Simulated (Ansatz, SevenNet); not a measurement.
For V2AlC (P6₃/mmc, No. 194, 8 atoms in the cell; start mp-1025497), the machine-learned potential SevenNet-0 (trained on PBE and PBE+U data) gives:

- lattice parameter a = 2.914 Å
- c axis length = 13.134 Å

Problem. What does r²SCAN+rVV10 in Ansatz (plane waves, PAW) give for the same quantities?

Solution. 
- lattice constant a: 2.879 Å (shrinks by 1.2 %)
- lattice parameter c: 13.097 Å (falls by 0.3 %)

Changes are worked out from the printed values.

Unless a cell is named, each level is at its own relaxed cell (SevenNet-0 12.07, r²SCAN+rVV10 11.75 Å³/atom).

The crystal itself was run without spin with r²SCAN+rVV10; a magnetic state was not tried in these runs.

Caveats: the relaxation could not lower the start's symmetry, so the cell can be a saddle point above a distorted one (SevenNet-0, r²SCAN+rVV10). Ansatz's density-functional and Hartree–Fock values are scalar-relativistic unless marked +SOC, with PAW data made under PBE.

A start named mp-… is a Materials Project structure, which need not be a measured phase.

Ansatz is a first-principles code.
